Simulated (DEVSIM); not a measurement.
# abrupt Si p-n junction

Structure: abrupt Si p-n junction, at 300 K.

| layer (left to right) | material | thickness (μm) | Nd (cm⁻³) | Na (cm⁻³) | τn (s) | τp (s) |
|---|---|---|---|---|---|---|
| 1 | Si | 16.0 | - | 3.1e18 | 6.1e-6 | 6.1e-6 |
| 2 | Si | 20.0 | 1.2e17 | - | 6.1e-6 | 6.1e-6 |

Left contact: ohmic. Right contact: ohmic. Voltage is applied to the left contact. Recombination: SRH at mid-gap, radiative. Mobility is μmin + (μ − μmin)/(1 + (N/Nref)^α).

Constants are typed, rounded textbook-type inputs, not results; the design itself was drawn at random and stands for no fabricated device. Values at 300 K.

```tsv
parameter	Si
gap (eV)	1.124
affinity (eV)	4.05
permittivity	11.7
Nc (cm⁻³)	2.86e19
Nv (cm⁻³)	3.1e19
μn (cm²/Vs)	1417
μp (cm²/Vs)	470
μn,min	52
μp,min	45
Nref,n	9.7e16
Nref,p	2.2e17
αn	0.68
αp	0.72
B (cm³/s)	4.7e-15
```

Simulated with DEVSIM: 1D drift-diffusion, Boltzmann statistics, complete ionisation; no tunnelling, impact ionisation, image-force lowering or self-heating.

```json
{
  "potential_step_across_the_device_at_zero_bias": "0.923 V",
  "largest_field_in_the_device_at_zero_bias": "180000 V/cm",
  "Dark forward voltage at 1 A/cm²": "0.726 V",
  "Dark forward voltage at 100 A/cm²": "0.860 V"
}
```

Dark forward current:

(V (V), J (A/cm²)): (0.05, 1.8e-10); (0.10, 6.7e-10); (0.15, 2.1e-9); (0.20, 6.7e-9); (0.25, 2.5e-8); (0.30, 1.1e-7); (0.35, 6.0e-7); (0.40, 3.7e-6); (0.45, 2.4e-5); (0.50, 0.00016); (0.55, 0.0011); (0.60, 0.0078); (0.65, 0.054); (0.70, 0.37); (0.75, 2.5); (0.80, 16); (0.85, 78); (0.90, 270); (0.95, 710); (1.00, 1500); (1.05, 2700)
